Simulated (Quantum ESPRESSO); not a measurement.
Quantum ESPRESSO is run on RbVCl₃ (P6_3/mmc, 10 atoms in the cell), and the run fails. The aim is a self-consistent single point with DFT, LDA (PW92), plane waves, PseudoDojo standard norm-conserving (LDA) pseudopotentials.

The input file:

```fortran
&control
    calculation = 'scf'
    prefix = 'pwscf'
    outdir = './tmp/'
    pseudo_dir = './'
    verbosity = 'high'
    tprnfor = .true.
    tstress = .true.
/
&system
    ibrav = 4
    celldm(1) = 13.32445877
    celldm(3) = 0.8488157793
    nat = 10
    ntyp = 3
    ecutwfc = 85
    occupations = 'smearing'
    smearing = 'mp'
    degauss = 0.0073499
    nspin = 2
    starting_magnetization(3) = 0.154
/
&electrons
    conv_thr = 1.0e-11
    mix_beta = 0.4
/
ATOMIC_SPECIES
Rb    85.4678  Rb.upf
Cl    35.4500  Cl.upf
V     50.9415  V.upf
ATOMIC_POSITIONS crystal
Rb    0.33333333    0.66666667    0.75000000
Rb    0.66666667    0.33333333    0.25000000
Cl    0.16400000    0.32800000    0.25000000
Cl    0.83600000    0.16400000    0.75000000
Cl    0.67200000    0.83600000    0.25000000
Cl    0.83600000    0.67200000    0.75000000
Cl    0.16400000    0.83600000    0.25000000
Cl    0.32800000    0.16400000    0.75000000
V     0.00000000    0.00000000    0.00000000
V     0.00000000    0.00000000    0.50000000
K_POINTS automatic
2 2 2  0 0 0
```

Output (repeated stretches shortened):

```
     This program is part of the open-source Quantum ESPRESSO suite
     for quantum simulation of materials; please cite

 %%%%%%%%%%%%%%%%%%%%%%%%%%%%%%%%%%%%%%%%%%%%%%%%%%%%%%%%%%%%%%%%%%%%%%%%%%%%%%
     Error in routine  read_namelists (1):
      bad line in namelist &electrons: "    mix_beta = 0.4" (error could be in the previous line)
 %%%%%%%%%%%%%%%%%%%%%%%%%%%%%%%%%%%%%%%%%%%%%%%%%%%%%%%%%%%%%%%%%%%%%%%%%%%%%%

     stopping ...
```

Problem. From the messages shown, name the fault and mend the input.

Solution. The fault is a keyword that the program does not know. The program does not know a key of this name. To fix it, use the program's own name for the key. The program stopped before any SCF iteration.

The sound input it was made from differs as follows (other fixes are possible):
```diff
-    mix_beta = 0.4
+    mixing_beta = 0.4
```

With that input, the run converged in 13 iterations: free energy E − TS -8181.7506 eV; Fermi level (on the code's own zero) 6.53 eV; pressure -5.25 GPa; largest force (vector length) 0.848 eV/Å; size of the cell's spin moment 5.00 μB (DFT, LDA (PW92), plane waves, PseudoDojo standard norm-conserving (LDA) pseudopotentials).

On the sound input: the starting cell comes from a database of published, mostly measured structures (it also holds non-ambient and calculated ones), without a prior relaxation at this level. The magnetic order is the one reached from the typed start; others were not searched systematically. With a pressure of about -5 GPa the cell is away from its equilibrium volume at this level. Without a gap this mesh is coarse (it stands for a supercell whose shortest vector is 12 Å).
